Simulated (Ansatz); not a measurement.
The reference is TiC in the rock salt structure (space group Fm-3m, No. 225; a = 4.2934 Å; relaxed with 0.1 eV smearing). Axes: x, y, z lie along the cube axes.

The values are results of PBEsol (Ansatz, an electronic-structure program, PAW, without spin-orbit coupling), not measurements.

Strains are applied to the cell and any free atomic positions relax.

One change was made to it. Results:

| quantity | base | after |
|---|---|---|
| energy relative to the base (free energy F) | 0 meV/atom | +0.7 meV/atom |
| pressure (mean of the normal stresses, compression positive) | 0.0 GPa | 0.0 GPa |

Q: Which change produced these results?
A. tensor shear ε_xy = +0.57 %
B. tensor shear ε_xy = +1.14 %
C. tensor shear ε_xy = +1.43 %

A: A, tensor shear ε_xy = +0.57 %. For comparison, the energy relative to the base in the other runs: tensor shear ε_xy = +1.14 % gives +2.8 meV/atom; tensor shear ε_xy = +1.43 % gives +4.4 meV/atom.

Stability against distortions was not tested. The final runs are not spin-polarised.
